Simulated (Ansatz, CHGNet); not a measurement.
For LiNbO₃ (model structure, started from the LiNbO3 type, R3c, No. 161, 10 atoms in the cell), the machine-learned potential CHGNet-r²SCAN (trained on r²SCAN data) gives:

- lattice constant a: 5.153 Å
- lattice parameter c: 13.997 Å

What does r²SCAN+rVV10 in Ansatz (plane waves, PAW) give for the same quantities?


- lattice constant a: 5.116 Å (drops by 0.7 %)
- lattice parameter c: 13.841 Å (decreases by 1.1 %)

Changes are worked out from the printed values.

Unless a cell is named, each level is at its own relaxed cell (CHGNet-r²SCAN 10.73, r²SCAN+rVV10 10.46 Å³/atom).

Ansatz's density-functional and Hartree–Fock values are scalar-relativistic unless marked +SOC, with PAW data made under PBE.

A model structure was made by putting elements into a prototype or built by hand; here it ended with the formula and space group of a phase in our tables.

Ansatz is an electronic-structure program.
